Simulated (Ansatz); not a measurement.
# CoSi2, pressure series

The parent structure is CoSi2 (space group Fm-3m, No. 225; non-magnetic).

```cif
data_CoSi2
_chemical_formula_sum 'Co1 Si2'
_space_group_name_H-M_alt 'P 1'
_space_group_IT_number 1
_cell_length_a 3.79033
_cell_length_b 3.79033
_cell_length_c 3.79033
_cell_angle_alpha 60.000
_cell_angle_beta 60.000
_cell_angle_gamma 60.000
loop_
_space_group_symop_operation_xyz
  'x, y, z'
loop_
_atom_site_label
_atom_site_type_symbol
_atom_site_fract_x
_atom_site_fract_y
_atom_site_fract_z
_atom_site_occupancy
Co1 Co 0.00000 0.00000 0.00000 1
Si1 Si 0.25000 0.25000 0.25000 1
Si2 Si 0.75000 0.75000 0.75000 1
```

Cell and atoms are relaxed at each pressure.

The values are results of PBE (Ansatz, a first-principles code), scalar-relativistic without spin-orbit coupling, earlier PAW set, not measurements.

```json
[
 {"pressure (GPa)": "-2", "volume per atom (Å³/atom)": "12.983"},
 {"pressure (GPa)": "-1", "volume per atom (Å³/atom)": "12.907"},
 {"pressure (GPa)": "0", "volume per atom (Å³/atom)": "12.835"},
 {"pressure (GPa)": "0.3", "volume per atom (Å³/atom)": "12.814"},
 {"pressure (GPa)": "0.7", "volume per atom (Å³/atom)": "12.785"},
 {"pressure (GPa)": "1.5", "volume per atom (Å³/atom)": "?"},
 {"pressure (GPa)": "3", "volume per atom (Å³/atom)": "12.629"},
 {"pressure (GPa)": "5", "volume per atom (Å³/atom)": "12.501"},
 {"pressure (GPa)": "7.5", "volume per atom (Å³/atom)": "12.352"}
]
```

Problem. Fit the third-order Birch–Murnaghan form P(V) = (3B₀/2)[(V₀/V)^(7/3) − (V₀/V)^(5/3)]·[1 + (3/4)(B₀′ − 4)((V₀/V)^(2/3) − 1)] (squares taken in P) to the rows shown and predict the withheld row.

Solution. Least squares on the printed values gives V₀ = 12.835 Å³/atom, B₀ = 179 GPa, B₀′ = 4.7; this predicts 12.730 Å³/atom, and the run gives 12.730 Å³/atom, in agreement.

Load acts through the strain it causes; cell and atoms are relaxed under it. Stability against distortions was not tested. No other phases were tried under pressure. Seeded moments were not kept for the base. The final runs are not spin-polarised. An odd electron count without spin: CoSi2.
